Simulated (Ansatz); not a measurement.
Take HfO2 (space group P4_2/nmc, No. 137) as the base.

```
CELL_PARAMETERS angstrom
      3.56707     0.00000     0.00000
      0.00000     3.56707     0.00000
      0.00000     0.00000     5.16596
ATOMIC_POSITIONS crystal
  Hf 0.00000 0.00000 0.00000
  Hf 0.50000 0.50000 0.50000
  O  0.00000 0.50000 0.20010
  O  0.00000 0.50000 0.70010
  O  0.50000 0.00000 0.29990
  O  0.50000 0.00000 0.79990
```

Cartesian axes are those of the cell as printed.

Level of theory: DFT with PBEsol, PAW potentials and a 420 eV plane-wave cutoff in Ansatz (a program for electronic structure), no SOC.

For the base:

The band gap comes out as 4.57 eV.

Modification: uniaxial stress, 2 GPa compression along z, with the cell and atoms free to relax against it.

**Question.** Predict the new energy relative to the base and band gap.

**Answer.** The energy rises by 0.4 meV/atom; the band gap drops by 0.02 eV, from 4.57 eV to 4.55 eV.

With Hf present, leaving out spin-orbit coupling can change the band edges. Load acts through the strain it causes; cell and atoms are relaxed under it. Beyond what the load breaks, stability against distortions was not tested. This is not the structure that HfO2 has at room temperature and ambient pressure.
